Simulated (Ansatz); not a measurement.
Take Ag in the fcc (Cu type) structure (space group Fm-3m, No. 225; a = 4.054 Å; relaxed with 0.1 eV smearing) as the base.

The values are results of PBEsol/PAW in Ansatz (a quantum-chemistry and plane-wave program), scalar-relativistic without spin-orbit coupling, not measurements.

Strains are applied to the cell and any free atomic positions relax.

One change was made to it. Results:

```json
[
 {"quantity": "energy relative to the base (free energy F)", "base": "0 meV/atom", "after": "+39 meV/atom"},
 {"quantity": "pressure", "base": "0.0 GPa", "after": "11.2 GPa"}
]
```

Question: Which change produced these results?
A. isotropic strain +3.00 %
B. isotropic strain −0.50 %
C. isotropic strain −1.00 %
D. isotropic strain +2.00 %
E. isotropic strain −2.50 %

Answer: E, isotropic strain −2.50 %. For comparison, the energy relative to the base in the other runs: isotropic strain −0.50 % gives +1.4 meV/atom; isotropic strain −1.00 % gives +5.8 meV/atom; isotropic strain +3.00 % gives +44 meV/atom; isotropic strain +2.00 % gives +20 meV/atom.

No phonon test of stability was made.
